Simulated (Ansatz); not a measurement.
**Nd (Fm-3m, No. 225, 1 atom in the cell; start mp-159; a measured phase of this formula has another space group)**

The numbers are results of PBEsol (PAW; Ansatz, a first-principles code), not measurements.

Run with plane-wave cutoff 520 eV, 18×18×18 k mesh, Fermi–Dirac smearing 0.05 eV, spin-polarised start, scalar-relativistic PAW data made under PBE.

Cell (relaxed at this level):

Space group Fm-3m (No. 225); a = 4.7613 Å, b = 4.7613 Å, c = 4.7613 Å, α = 90.00°, β = 90.00°, γ = 90.00°

```json
[
 {"atom": "Nd", "site": "4a", "symmetry": "m-3m", "x": "0.0000", "y": "0.0000", "z": "0.0000"}
]
```
(The calculation used a cell of 1 atom; values per cell refer to that cell.)

- band gap: zero (no gap)
- bulk modulus B0: 19.8 GPa

Note: the magnetic order was assumed, not searched for or taken from measurement; the relaxation could not lower the start's symmetry, so the cell can be a saddle point above a distorted one; the 4f shell is treated without U or exact exchange, so its levels and filling can be wrong; the bulk modulus is −V dP/dV from two relaxed cells at ±2 % in volume.

Spin–orbit coupling is not included.

A start named mp-… is a Materials Project structure, which need not be a measured phase.
